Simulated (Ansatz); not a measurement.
The reference is TiB₂ (space group P6/mmm, No. 191; a = 3.025 Å, c = 3.223 Å).

The other end (x = 1) is HfB2 (space group P6/mmm, No. 191): 9.88 Å³/atom, gap zero.

Calculations: r2SCAN/PAW in Ansatz (a program for electronic structure), no SOC.

Hf replaces a fraction x of Ti; each row is one arrangement (x, atoms in the cell, starting space group or random), fully relaxed.

One change was made to it. Results:

The mixing energy comes out as +0.02 eV/atom (to 0.01 eV only: unlike meshes or grids); the shortest interatomic distance increases by 0.034 Å to 1.780 Å; the deviation of the volume from the linear (Vegard-type) interpolation comes out as +0.4 %.

Problem. What was done to the base?
A. x(Hf) = 0.25, 12 atoms, P6/mmm
B. x(Hf) = 0.5, 12 atoms, Cmcm
C. x(Hf) = 0.25, 12 atoms, Immm

Solution. B, x(Hf) = 0.5, 12 atoms, Cmcm. For comparison, the shortest interatomic distance in the other runs: x(Hf) = 0.25, 12 atoms, P6/mmm gives 1.737 Å; x(Hf) = 0.25, 12 atoms, Immm gives 1.738 Å.

Each cell is one ordered arrangement of few atoms, which overstates ordering effects compared with a random alloy. Stability against distortions was not tested. All final runs are without spin polarisation.
